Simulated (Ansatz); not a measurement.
Start from WSe2 (space group P6_3/mmc, No. 194; a = 3.2790 Å, c = 12.7862 Å; layered, stacked along the Cartesian z axis).

Perturbation: an isotropic linear strain of −0.60 %, atoms relaxed at fixed cell.

All numbers come from PBE-D3(BJ) (Ansatz, a first-principles code, PAW, no spin-orbit coupling).

Base, band edges from the VBM (valence, conduction): K -0.19, 1.38; H -0.36, 1.38; M -1.06, 2.16; L -1.21, 2.18; A -0.20, 2.63; Γ 0.00, 2.63 eV.

**Question.** Give the band edges at the high-symmetry points of the new zone, measured from its valence-band maximum.

**Answer.** 
```json
[
 {"point": "Γ", "valence edge (eV)": "0.00", "conduction edge (eV)": "2.69"},
 {"point": "M", "valence edge (eV)": "-0.98", "conduction edge (eV)": "2.24"},
 {"point": "K", "valence edge (eV)": "-0.17", "conduction edge (eV)": "1.46"},
 {"point": "A", "valence edge (eV)": "-0.21", "conduction edge (eV)": "2.68"},
 {"point": "L", "valence edge (eV)": "-1.16", "conduction edge (eV)": "2.26"},
 {"point": "H", "valence edge (eV)": "-0.36", "conduction edge (eV)": "1.46"}
]
```

The gap is 0.84 eV, indirect, Γ → K–Γ (47 % along).

With W present, leaving out spin-orbit coupling can change the band edges. Stability against distortions was not tested.
